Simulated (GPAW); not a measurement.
Input and output of a self-consistent single point for Y₅Ga₃ (P6_3/mcm, 16 atoms in the cell) (GPAW)

Method: PBEsol, GPAW PAW datasets PBEsol (made by gpaw-setup) (plane waves; GPAW).

Input:

```python
from ase import Atoms
from ase.dft.kpoints import monkhorst_pack
from ase.units import GPa
from gpaw import GPAW, PW

atoms = Atoms(['Y', 'Y', 'Y', 'Y', 'Y', 'Y', 'Y', 'Y', 'Y', 'Y', 'Ga', 'Ga', 'Ga', 'Ga', 'Ga', 'Ga'],
              cell=[[8.625720, 0.000000, 0.000000],
                    [-4.312860, 7.470093, 0.000000],
                    [0.000000, 0.000000, 6.591510]],
              scaled_positions=[[0.333333, 0.666667, 0.000000],
                                [0.666667, 0.333333, 0.000000],
                                [0.666667, 0.333333, 0.500000],
                                [0.333333, 0.666667, 0.500000],
                                [0.254700, 0.000000, 0.250000],
                                [0.745300, 0.000000, 0.750000],
                                [0.254700, 0.254700, 0.750000],
                                [0.745300, 0.745300, 0.250000],
                                [0.000000, 0.254700, 0.250000],
                                [0.000000, 0.745300, 0.750000],
                                [0.607240, 0.000000, 0.250000],
                                [0.392760, 0.000000, 0.750000],
                                [0.607240, 0.607240, 0.750000],
                                [0.392760, 0.392760, 0.250000],
                                [0.000000, 0.607240, 0.250000],
                                [0.000000, 0.392760, 0.750000]],
              pbc=True)

calc = GPAW(mode=PW(600),
            xc='PBEsol',
            kpts=monkhorst_pack((3, 3, 3)) + [0.5 / 3, 0.5 / 3, 0.5 / 3],
            occupations={'name': 'methfessel-paxton', 'width': 0.136, 'order': 1},
            nbands=-24,
            symmetry={'symmorphic': False, 'tolerance': 0.0005},
            maxiter=120,
            txt='-')

atoms.calc = calc

energy = atoms.get_potential_energy()
print('Energy (eV):', round(energy, 6))
forces = atoms.get_forces()
print('Forces (eV/Ang):')
print(forces.round(5))
stress = atoms.get_stress()
print('Stress (GPa, Voigt):', (stress / GPa).round(4))
```

The program printed (abridged):

```
Input parameters:
  kpts: [[-0.16666667 -0.16666667 -0.16666667],
         [-0.16666667 -0.16666667  0.16666667],
         [-0.16666667 -0.16666667  0.5       ],
         ...,
         [ 0.5         0.5        -0.16666667],
         [ 0.5         0.5         0.16666667],
         [ 0.5         0.5         0.5       ]]
  maxiter: 120
  mode: {ecut: 600.0,
         name: pw}
  nbands: -24
  occupations: {name: methfessel-paxton,
                order: 1,
                width: 0.136}
  symmetry: {symmorphic: False,
             tolerance: 0.0005}
  xc: PBEsol

species:
  Y:
    name: Yttrium
    Z: 39.0
    valence: 11
    core: 28
    charge: 0.0
    file: Y.PBEsol.gz

    # Using partial waves for Y as LCAO basis

  Ga:
    name: Gallium
    Z: 31.0
    valence: 3
    core: 28
    charge: 0.0
    file: Ga.PBEsol.gz

    # Using partial waves for Ga as LCAO basis

Reference energy: -1237440.999585  # eV

Spin-paired calculation

Convergence criteria:
 Maximum [total energy] change in last 3 cyles: 0.0005 eV / valence electron
 Maximum integral of absolute [dens]ity change: 0.0001 electrons / valence electron
 Maximum integral of absolute [eigenst]ate change: 4e-08 eV^2 / valence electron
 Maximum number of scf [iter]ations: 120

Symmetries present (total): 24
Symmetries with fractional translations: 12

  ( 1  1  0) + (   0)  ( 1  1  0) + (   0)  ( 1  0  0) + (   0)
  ( 0 -1  0) + (   0)  (-1  0  0) + (   0)  ( 0  1  0) + (   0)
  ( 0  0 -1) + (   0)  ( 0  0 -1) + (   0)  ( 0  0  1) + (   0)

  ( 1  0  0) + (   0)  ( 0  1  0) + (   0)  ( 0  1  0) + (   0)
  (-1 -1  0) + (   0)  ( 1  0  0) + (   0)  (-1 -1  0) + (   0)
  ( 0  0  1) + (   0)  ( 0  0  1) + (   0)  ( 0  0  1) + (   0)

  ( 0 -1  0) + (   0)  ( 0 -1  0) + (   0)  (-1  0  0) + (   0)
  ( 1  1  0) + (   0)  (-1  0  0) + (   0)  ( 1  1  0) + (   0)
  ( 0  0 -1) + (   0)  ( 0  0 -1) + (   0)  ( 0  0 -1) + (   0)

   [... lines left out ...]
   5 Y      6.428749    0.000000    4.943633    ( 0.0000,  0.0000,  0.0000)
   6 Y      1.098485    1.902633    4.943633    ( 0.0000,  0.0000,  0.0000)
   7 Y      3.214375    5.567460    1.647878    ( 0.0000,  0.0000,  0.0000)
   8 Y     -1.098485    1.902633    1.647878    ( 0.0000,  0.0000,  0.0000)
   9 Y     -3.214375    5.567460    4.943633    ( 0.0000,  0.0000,  0.0000)
  10 Ga     5.237882    0.000000    1.647878    ( 0.0000,  0.0000,  0.0000)
  11 Ga     3.387838    0.000000    4.943633    ( 0.0000,  0.0000,  0.0000)
  12 Ga     2.618941    4.536139    4.943633    ( 0.0000,  0.0000,  0.0000)
  13 Ga     1.693919    2.933954    1.647878    ( 0.0000,  0.0000,  0.0000)
  14 Ga    -2.618941    4.536139    1.647878    ( 0.0000,  0.0000,  0.0000)
  15 Ga    -1.693919    2.933954    4.943633    ( 0.0000,  0.0000,  0.0000)

Unit cell:
           periodic     x           y           z      points  spacing
  1. axis:    yes    8.625720    0.000000    0.000000    49     0.1525
  2. axis:    yes   -4.312860    7.470093    0.000000    49     0.1525
  3. axis:    yes    0.000000    0.000000    6.591510    40     0.1648

  Lengths:   8.625720   8.625720   6.591510
  Angles:   90.000000  90.000000 119.999999

Effective grid spacing dv^(1/3) = 0.1641
     iter     time        total  log10-change:
                         energy   eigst   dens
iter:   1 --:--:--   -81.287211
iter:   2 --:--:--   -80.526217   -1.58  -1.12
iter:   3 --:--:--   -79.445879   -1.21  -1.17
iter:   4 --:--:--   -79.064717   -1.65  -1.34
iter:   5 --:--:--   -79.157537   -1.28  -1.48
iter:   6 --:--:--   -79.186270   -1.91  -1.81
iter:   7 --:--:--   -78.970991   -2.68  -1.79
iter:   8 --:--:--   -78.971681   -3.81  -2.30
iter:   9 --:--:--   -78.951683c  -3.00  -2.39
iter:  10 --:--:--   -78.950706c  -3.30  -2.73
iter:  11 --:--:--   -78.950294c  -4.59  -2.82
iter:  12 --:--:--   -78.949646c  -5.30  -2.85
iter:  13 --:--:--   -78.949758c  -4.19  -2.94
iter:  14 --:--:--   -78.949522c  -5.60  -3.09
iter:  15 --:--:--   -78.949484c  -6.50  -3.21
iter:  16 --:--:--   -78.949372c  -5.78  -3.23
iter:  17 --:--:--   -78.949345c  -5.99  -3.46
iter:  18 --:--:--   -78.949417c  -5.55  -3.57
iter:  19 --:--:--   -78.949385c  -6.35  -3.88
iter:  20 --:--:--   -78.949345c  -6.44  -3.96
iter:  21 --:--:--   -78.949352c  -6.78  -4.12c
iter:  22 --:--:--   -78.949361c  -6.87  -4.36c
iter:  23 --:--:--   -78.949361c  -7.59c -5.05c
Converged after 23 iterations.

Dipole moment: (-0.000000, -0.000000, -0.000000) |e|*Ang

Energy contributions relative to reference atoms: (reference = -1237440.999585)

Kinetic:        +65.134745
Potential:      -50.229425
External:        +0.000000
XC:             -91.834018
Entropy (-ST):   +0.007910
Local:           -2.025936
SIC:             +0.000000
--------------------------
Free energy:    -78.946724
Extrapolated:   -78.949361

Showing only first 2 kpts
 Kpt  Band  Eigenvalues  Occupancy
  0    62      6.01501    2.06614
  0    63      6.17483    1.31007
  0    64      6.30488    0.03636
  0    65      6.45223   -0.02496

  1    62      6.03051    2.07076
  1    63      6.03051    2.07076
  1    64      6.20955    0.88434
  1    65      6.20955    0.88434

Fermi level: 6.20023

Gap: 0.033 eV
Transition (v -> c):
  (s=0, k=2, n=63, [0.17, 0.17, 0.17]) -> (s=0, k=1, n=64, [0.17, -0.17, 0.50])
Direct/indirect transitions are different
Direct gap: 0.098 eV
Transition at: (s=0, k=6, n=63, [0.50, 0.50, 0.17])
Energy (eV): -78.949361

Forces in eV/Ang:
  0 Y     0.00000   -0.00000    0.00000
  1 Y     0.00000    0.00000    0.00000
  2 Y    -0.00000    0.00000    0.00000
  3 Y     0.00000   -0.00000    0.00000
  4 Y     0.00204    0.00000    0.00000
  5 Y    -0.00204    0.00000    0.00000
  6 Y     0.00102    0.00177   -0.00000
  7 Y    -0.00102   -0.00177   -0.00000
  8 Y    -0.00102    0.00177    0.00000
  9 Y     0.00102   -0.00177   -0.00000
 10 Ga   -0.03843    0.00000    0.00000
 11 Ga    0.03843    0.00000   -0.00000
 12 Ga   -0.01921   -0.03328   -0.00000
 13 Ga    0.01921    0.03328    0.00000
 14 Ga    0.01921   -0.03328    0.00000
 15 Ga   -0.01921    0.03328   -0.00000

Stress tensor:
     0.013715    -0.000000     0.000000
    -0.000000     0.013715     0.000000
     0.000000     0.000000     0.016021
Stress (GPa, Voigt): [ 2.1974  2.1974  2.5669  0.      0.     -0.    ]
```

The run converged in 23 iterations. GPAW prints stress with tension positive.

The starting cell comes from a database of computed structures (which also holds hypothetical and non-ambient phases and stackings), without a prior relaxation at this level. The log's line on a gap gives a spacing of levels on this mesh, which the program prints for metals too.

Cost on one core of a shared machine: roughly 7 min.
